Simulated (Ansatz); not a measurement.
Results of LDA (PAW; Ansatz, a quantum-chemistry and plane-wave program) for pyrite PtAs₂.

Numerical settings: plane-wave cutoff 520 eV, 6×6×6 k mesh, Fermi–Dirac smearing 0.01 eV, scalar-relativistic PAW data made under PBE.

Response to compression and expansion:

Shape and atoms are relaxed at each volume.

| V (Å³/atom) | P (GPa) | direct gap at Γ (eV) |
|---|---|---|
| 16.797 | 7.42 | 1.861 |
| 17.147 | 3.49 | 1.778 |
| 17.497 | 0.00 | 1.699 |
| 17.847 | -3.09 | 1.624 |
| 18.196 | -5.83 | 1.553 |

The fundamental gap (0.25 eV at the equilibrium volume, with added k points) lies elsewhere than Γ–Γ.

Note: the bulk modulus comes from volumes at which shape and atoms were relaxed.

Spin–orbit coupling is not included; it can close the smallest gap of 0.25 eV.
